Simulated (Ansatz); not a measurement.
Consider the following.

```
CELL_PARAMETERS angstrom
      0.00000     2.71944     2.71944
      2.71944     0.00000     2.71944
      2.71944     2.71944     0.00000
ATOMIC_POSITIONS crystal
  Ga 0.00000 0.00000 0.00000
  P  0.25000 0.25000 0.25000
```

Computed with HSE06 with spin-orbit coupling, rigid bands (plane waves, PAW; Ansatz, a quantum-chemistry and plane-wave program). Cell: cell and atoms relaxed with PBEsol.

Predict the hole conductivity mass (n e² τ/σ) at 300 K, by direction if it differs.

0.48 mₑ.

What conductivity effective mass do dilute electrons have at 300 K?

0.34 mₑ.

And the band gap?

2.22 eV at this level.

Rigid bands, one relaxation time for all states, no polarons. Geometry: cell and atoms relaxed with PBEsol.
